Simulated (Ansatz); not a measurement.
**A computed series for BaMoO3: element substitutions**

The parent structure is BaMoO₃ in the cubic perovskite structure (space group Pm-3m, No. 221; a cell from a computed database, its experimental status unchecked).

```
CELL_PARAMETERS angstrom
      4.00930     0.00000     0.00000
      0.00000     4.00930     0.00000
      0.00000     0.00000     4.00930
ATOMIC_POSITIONS crystal
  Ba 0.50000 0.50000 0.50000
  Mo 0.00000 0.00000 0.00000
  O  0.00000 0.50000 0.00000
  O  0.50000 0.00000 0.00000
  O  0.00000 0.00000 0.50000
```

Each row replaces one element on all its sites; cell and atoms are relaxed.

The values are results of PBEsol (Ansatz, an electronic-structure program; PAW; 420 eV plane waves; no SOC), not measurements.

| case | density | shortest interatomic distance |
|---|---|---|
| base | 7.25 g/cm³ | 2.005 Å |
| Ba → Be | ___ | ___ |
| Ba → Sr | 6.24 g/cm³ | 1.975 Å |
| O → F | 6.15 g/cm³ | 2.139 Å |

Problem. What belongs in the blanks?

Solution. 
- Ba → Be, density: 4.47 g/cm³
- Ba → Be, shortest interatomic distance: 1.923 Å

No phonon test of stability was made. As relaxed here, BeMoO3 and BaMoF3 are hypothetical phases, not in the database extracts checked. For SrMoO3 in this form, whether it has been made was not checked. No Hubbard U is applied, and correlation can decide whether such a compound is a metal. The final runs are not spin-polarised. An odd electron count without spin: BaMoF3. Many cubic perovskites are stable only at high temperature; tilts and polar distortions were not tested. BaMoF3 has a high density of states at the Fermi level and may be magnetic at this level.
